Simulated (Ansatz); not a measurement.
AlB2-type ZrB2, treated with PBE (Ansatz, a first-principles code, PAW).

Settings: plane-wave cutoff 520 eV, 18×18×12 k mesh (along the axes of the cell as run), Fermi–Dirac smearing 0.1 eV, perturbation theory, scalar-relativistic PAW data made under PBE.

The cell has the measured lattice parameters. Conventional cell: a = 3.1650 Å, b = 3.1650 Å, c = 3.5200 Å, α = 90.00°, β = 90.00°, γ = 120.00°.

```yaml
crystal:
  lattice:
    - [3.16500, 0.00000, 0.00000]
    - [-1.58250, 2.74097, 0.00000]
    - [0.00000, 0.00000, 3.52000]
  atoms:
    - { symbol: Zr, position: [0.00000, 0.00000, 0.00000] }
    - { symbol: B, position: [0.66667, 0.33333, 0.50000] }
    - { symbol: B, position: [0.33333, 0.66667, 0.50000] }
```

Harmonic phonon frequencies (cm⁻¹; i marks an imaginary mode):

```
q point                          frequencies
-------  -----------------------------------
Γ              0 0 0 456 456 478 557 774 774
M        229 235 295 516 533 540 694 699 727
K        248 265 265 542 542 631 649 649 741
```

No imaginary mode appears at these points.

Note: the cell isn't this level's own, so it is under some stress, which shifts stiffness and frequencies.
